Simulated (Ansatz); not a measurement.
For SiC (model structure, started from the WC type, P-6m2, No. 187, 2 atoms in the cell), PBEsol in Ansatz (plane waves, PAW) gives:

lattice parameter a: 2.837 Å
c axis length: 2.563 Å

Task: What does r²SCAN (PAW; Ansatz, a first-principles code) give for the same quantities?

Result: 
- lattice constant a: 2.849 Å (rises by 0.4 %)
- lattice parameter c: 2.551 Å (falls by 0.5 %)

Changes are worked out from the printed values.

Unless a cell is named, each level is at its own relaxed cell (PBEsol 8.93, r²SCAN 8.96 Å³/atom).

Ansatz's density-functional and Hartree–Fock values are scalar-relativistic unless marked +SOC, with PAW data made under PBE.

A model structure was made by putting elements into a prototype or built by hand; it is no filed structure, need not be a known phase, and can be a saddle point held by its symmetry.
